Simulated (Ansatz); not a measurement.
Base system: GeF₄ (space group I-43m, No. 217).

```
GeF4
1.0
   -2.81437     2.81437     2.81437
    2.81437    -2.81437     2.81437
    2.81437     2.81437    -2.81437
Ge F
1 4
Direct
  0.00000   0.00000   0.00000
  0.00000   0.65120   0.00000
  0.34880   0.34880   0.34880
  0.65120   0.00000   0.00000
  0.00000   0.00000   0.65120
```

All numbers come from DFT with PBEsol, PAW potentials and a 420 eV plane-wave cutoff in Ansatz (a first-principles code), no spin-orbit coupling, earlier PAW set.

One change was made to it. Results:

```csv
quantity,base,after
band gap,5.68 eV,5.00 eV
lattice parameter a,5.629 Å,5.041 Å
width of the top valence band,0.38 eV,0.70 eV
```

Question: Name the change that was made.
A. pressure 5 GPa
B. pressure 1.5 GPa
C. pressure 10 GPa
D. pressure 0.7 GPa
E. pressure 0.3 GPa

Answer: A, pressure 5 GPa. For comparison, the band gap in the other runs: pressure 0.3 GPa gives 5.57 eV; pressure 0.7 GPa gives 5.46 eV; pressure 10 GPa gives 4.76 eV; pressure 1.5 GPa gives 5.32 eV.

Load acts through the strain it causes; cell and atoms are relaxed under it. Whether these cells are dynamically stable was not tested. No other phases were tried under pressure.
